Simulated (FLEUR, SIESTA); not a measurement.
A FLEUR input for a self-consistent single point of RbTl3 (Fm-3m, 4 atoms in the cell) (DFT, LDA (Vosko-Wilk-Nusair), all-electron FLAPW (FLEUR), scalar-relativistic valence):

Input of the input generator:

```
scf RbTl3
&input film=f /
-0.0000000000 7.7421644689 7.7421644689
7.7421644689 -0.0000000000 7.7421644689
7.7421644689 7.7421644689 -0.0000000000
1.0
1.0 1.0 1.0

4
37 0.0000000000 0.0000000000 0.0000000000
81 0.2500000000 0.2500000000 0.2500000000
81 0.7500000000 0.7500000000 0.7500000000
81 0.5000000000 0.5000000000 0.5000000000

&comp jspins=1 /
&exco xctyp='vwn' /
&kpt div1=7 div2=7 div3=7 /
&end /
```

```xml
<?xml version="1.0" encoding="UTF-8" standalone="no"?>
<fleurInput fleurInputVersion="0.39">
   <comment>
      scf RbTl3                                                                                           
   </comment>
   <calculationSetup>
      <cutoffs Kmax="3.8" Gmax="13.3" GmaxXC="13.3" numbands="0"/>
      <scfLoop itmax="60" minDistance="0.00001" maxIterBroyd="40" imix="Anderson" alpha="0.05" precondParam="0.0" spinf="2.0"/>
      <coreElectrons ctail="T" frcor="F" kcrel="0" coretail_lmax="0"/>
      <xcFunctional name="vwn" relativisticCorrections="F"/>
      <magnetism jspins="1"/>
      <soc l_soc="F" theta="0.0" phi="0.0" spav="F"/>
      <expertModes spex="0" secvar="F"/>
      <geometryOptimization l_f="T" forcealpha="1.0" forcemix="BFGS" epsdisp="0.00001" epsforce="0.00001"/>
      <ldaU l_linMix="F" mixParam="0.05" spinf="1.0"/>
   </calculationSetup>
   <cell>
      <bzIntegration valenceElectrons="48.0" mode="gauss" fermiSmearingEnergy="0.00367493">
         <kPointListSelection listName="default-1"/>
         <!-- k-points included here -->
         <xi:include xmlns:xi="http://www.w3.org/2001/XInclude" href="kpts.xml"> </xi:include>
      </bzIntegration>
      <!-- symmetry operations included here -->
      <xi:include xmlns:xi="http://www.w3.org/2001/XInclude" href="sym.xml"> </xi:include>
      <bulkLattice scale="1.0">
         <bravaisMatrix>
            <row-1>    0.0000000000000000     7.7421644689000004     7.7421644689000004</row-1>
            <row-2>    7.7421644689000004     0.0000000000000000     7.7421644689000004</row-2>
            <row-3>    7.7421644689000004     7.7421644689000004     0.0000000000000000</row-3>
         </bravaisMatrix>
      </bulkLattice>
   </cell>
   <atomSpecies>
      <species name="Rubidium (Rb)" element="Rb" atomicNumber="37">
         <mtSphere radius="2.63" gridPoints="925" logIncrement="0.014"/>
         <atomicCutoffs lmax="10" lnonsphr="8"/>
         <electronConfig flipSpins="F">
            <coreConfig>(1s1/2) (2s1/2) (2p1/2) (2p3/2) (3s1/2) (3p1/2) (3p3/2) (3d3/2) (3d5/2)</coreConfig>
            <valenceConfig>(4s1/2) (4p1/2) (4p3/2) (5s1/2)</valenceConfig>
            <stateOccupation state="(5s1/2)" spinUp="0.5" spinDown="0.5"/>
         </electronConfig>
         <energyParameters s="5" p="5" d="4" f="4"/>
         <lo type="SCLO" l="0" n="4" eDeriv="0"/>
         <lo type="SCLO" l="1" n="4" eDeriv="0"/>
      </species>
      <species name="Thallium (Tl)" element="Tl" atomicNumber="81">
         <mtSphere radius="2.63" gridPoints="925" logIncrement="0.015"/>
         <atomicCutoffs lmax="10" lnonsphr="8"/>
         <electronConfig flipSpins="F">
            <coreConfig>(1s1/2) (2s1/2) (2p1/2) (2p3/2) (3s1/2) (3p1/2) (3p3/2) (4s1/2) (3d3/2) (3d5/2) (4p1/2) (4p3/2) (5s1/2) (4d3/2) (4d5/2) (4f5/2) (4f7/2) (5p1/2) (5p3/2)</coreConfig>
            <valenceConfig>(6s1/2) (5d3/2) (5d5/2) (6p1/2) (6p3/2)</valenceConfig>
            <stateOccupation state="(6p1/2)" spinUp="0.1666666666667" spinDown="0.1666666666667"/>
            <stateOccupation state="(6p3/2)" spinUp="0.3333333333333" spinDown="0.3333333333333"/>
         </electronConfig>
         <energyParameters s="6" p="6" d="6" f="5"/>
         <lo type="SCLO" l="2" n="5" eDeriv="0"/>
      </species>
   </atomSpecies>
   <atomGroups>
      <atomGroup species="Rubidium (Rb)">
         <relPos label="                   1">.0000000000 .0000000000 .0000000000</relPos>
         <force calculate="T" relaxXYZ="TTT"/>
      </atomGroup>
      <atomGroup species="Thallium (Tl)">
         <relPos label="                   2">1.000/4.000 1.000/4.000 1.000/4.000</relPos>
         <relPos label="                   3">-1.000/4.000 -1.000/4.000 -1.000/4.000</relPos>
         <force calculate="T" relaxXYZ="TTT"/>
      </atomGroup>
      <atomGroup species="Thallium (Tl)">
         <relPos label="                   4">1.000/2.000 1.000/2.000 1.000/2.000</relPos>
         <force calculate="T" relaxXYZ="TTT"/>
      </atomGroup>
   </atomGroups>
   <output dos="F" band="F" slice="F">
      <checks vchk="F" cdinf="F"/>
      <bandDOS minEnergy="-.5*Htr" maxEnergy="0.5*Htr" sigma="0.015" storeEVData="T"/>
      <vacuumDOS vacdos="F" integ="F" star="F" nstars="0" locx1="0.0" locy1="0.0" locx2="0.0" locy2="0.0" nstm="0" tworkf="0.0"/>
      <unfoldingBand unfoldBand="F" supercellX="1" supercellY="1" supercellZ="1"/>
      <plotting iplot="0" polar="F">
         <plot TwoD="T" vec1="  1.0  0.0  0.0" vec2="  0.0  1.0  0.0" vec3="  0.0  0.0  1.0" zero="  0.0  0.0  0.0" file="plot"/>
      </plotting>
      <chargeDensitySlicing numkpt="0" minEigenval="0.0" maxEigenval="0.0" nnne="0" pallst="F"/>
      <specialOutput eonly="F"/>
      <magneticCircularDichroism mcd="F" energyLo="-10.0" energyUp="0.0"/>
   </output>
  <!-- We include the file relax.xml here to enable relaxations (see documentation) -->
  <xi:include xmlns:xi="http://www.w3.org/2001/XInclude" href="relax.xml"> <xi:fallback/> </xi:include>
</fleurInput>
```

Q: Translate this input to SIESTA.

A: One input that does it (others would too):

```
# files in the folder: Rb.psml Tl.psml (PseudoDojo LDA standard)
SystemName  RbTl3
SystemLabel rbtl3

NumberOfAtoms                4
NumberOfSpecies              2
%block ChemicalSpeciesLabel
  1 37 Rb
  2 81 Tl
%endblock ChemicalSpeciesLabel
LatticeConstant              1.0 Ang
%block LatticeVectors
     0.000000000    4.096977000    4.096977000
     4.096977000    0.000000000    4.096977000
     4.096977000    4.096977000    0.000000000
%endblock LatticeVectors
AtomicCoordinatesFormat      Fractional
%block AtomicCoordinatesAndAtomicSpecies
     0.000000000    0.000000000    0.000000000  1
     0.250000000    0.250000000    0.250000000  2
     0.750000000    0.750000000    0.750000000  2
     0.500000000    0.500000000    0.500000000  2
%endblock AtomicCoordinatesAndAtomicSpecies

XC.functional                LDA
XC.authors                   PW92
PAO.BasisSize                DZP
PAO.EnergyShift              0.01 Ry
MeshCutoff                   350 Ry
%block kgrid.MonkhorstPack
    7   0   0  0.0
    0   7   0  0.0
    0   0   7  0.0
%endblock kgrid.MonkhorstPack
OccupationFunction           MP
OccupationMPOrder            0
ElectronicTemperature        100.0 meV

MaxSCFIterations             150
SCF.Mixer.Method             Pulay
SCF.Mixer.Weight             0.1
SCF.Mixer.History            8
SCF.DM.Tolerance             1.0E-05
Diag.ParallelOverK           true
WriteForces                  true
```

Basis settings and potentials, where a program has them, do not carry over. This input uses DFT, LDA PW92, numerical atomic orbitals DZP, PseudoDojo LDA standard norm-conserving potentials (rewritten from UPF to PSML). LDA parametrisations can differ slightly between programs.

The starting cell comes from a database of computed structures (which also holds hypothetical and non-ambient phases and stackings), without a prior relaxation at this level. Its lattice was rescaled by a random factor within 2.5 % of one. For this run, on top of that: lattice scaled by 0.98.
